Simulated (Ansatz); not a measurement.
Cs: tensor shear ε_xy = +1.14 %

The reference is Cs in the bcc (W type) structure (space group Im-3m, No. 229; a = 6.007 Å; relaxed with 0.1 eV smearing). Axes: x, y, z lie along the cube axes.

The change: tensor shear ε_xy = +1.14 % (engineering shear γ = 0.0228); the atoms relax in the strained cell.

Computed with PBEsol, PAW, 420 eV (Ansatz, a quantum-chemistry and plane-wave program; no SOC). Settings: 16×16×16 k-points, 0.1 eV Fermi–Dirac smearing.

* **Volume per atom**: 108.37 Å³ (base 108.39 Å³)
* **Space group**: Fmmm (No. 69) (base Im-3m (No. 229))
* **Energy relative to the base (free energy F)**: +0.3 meV/atom
* **Pressure (mean of the normal stresses, compression positive)**: 0.0 GPa (base 0.0 GPa)
* **Band gap**: zero (base zero)
* **Stress (xx, yy, zz, yz, xz, xy; compression positive)**: (0.0, 0.0, 0.0, 0.0, 0.0, 0.0) GPa

Final structure:

```yaml
crystal:
  lattice:
    - [-2.96934, 2.96934, 3.00358]
    - [2.96934, -2.96934, 3.00358]
    - [3.03782, 3.03782, -3.00358]
  atoms:
    - { symbol: Cs, position: [0.00000, 0.00000, 0.00000] }
```

No phonon test of stability was made. The final runs are not spin-polarised.
